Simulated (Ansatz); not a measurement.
InSb (model structure, within 0.1 Å of Fm-3m, No. 225, 8 atoms in the cell), treated with r²SCAN (Ansatz, a program for electronic structure, plane waves, PAW).

Numerical settings: plane-wave cutoff 560 eV, 6×14×12 k mesh (along the axes of the cell as run), Fermi–Dirac smearing 0.05 eV, scalar-relativistic PAW data made under PBE.

Cell (relaxed at this level):

```cif
data_In2Sb2
_chemical_formula_sum 'In2 Sb2'
_space_group_name_H-M_alt 'Immm'
_space_group_IT_number 71
_space_group_name_Hall '-I 2 2'
_cell_length_a 4.28867
_cell_length_b 4.32262
_cell_length_c 6.08636
_cell_angle_alpha 90.000
_cell_angle_beta 90.000
_cell_angle_gamma 90.000
loop_
_space_group_symop_operation_xyz
  'x, y, z'
  '-x, -y, -z'
  '-x, -y, z'
  'x, y, -z'
  'x, -y, -z'
  '-x, y, z'
  '-x, y, -z'
  'x, -y, z'
  'x+1/2, y+1/2, z+1/2'
  '-x+1/2, -y+1/2, -z+1/2'
  '-x+1/2, -y+1/2, z+1/2'
  'x+1/2, y+1/2, -z+1/2'
  'x+1/2, -y+1/2, -z+1/2'
  '-x+1/2, y+1/2, z+1/2'
  '-x+1/2, y+1/2, -z+1/2'
  'x+1/2, -y+1/2, z+1/2'
loop_
_atom_site_label
_atom_site_type_symbol
_atom_site_symmetry_multiplicity
_atom_site_Wyckoff_symbol
_atom_site_fract_x
_atom_site_fract_y
_atom_site_fract_z
_atom_site_occupancy
In1 In 2 d 0.00000 0.50000 0.00000 1
Sb1 Sb 2 b 0.50000 0.00000 0.00000 1
```
(The calculation used a cell of 8 atoms; values per cell refer to that cell.)

Q: What does this level give for the bulk modulus B0?

A: 
- bulk modulus B0 = 55.0 GPa

The run finds no gap.

Note: the bulk modulus is −V dP/dV from two relaxed cells at ±2 % in volume.

Spin–orbit coupling is not included; it can open a gap where bands touch, and shift volumes and moduli.

The computed numbers hold no vibrational or temperature effects.

Cost on a shared machine: about 90 core-minutes (a rough figure).

A model structure was made by putting elements into a prototype or built by hand; it is no filed structure, need not be a known phase, and can be a saddle point held by its symmetry.
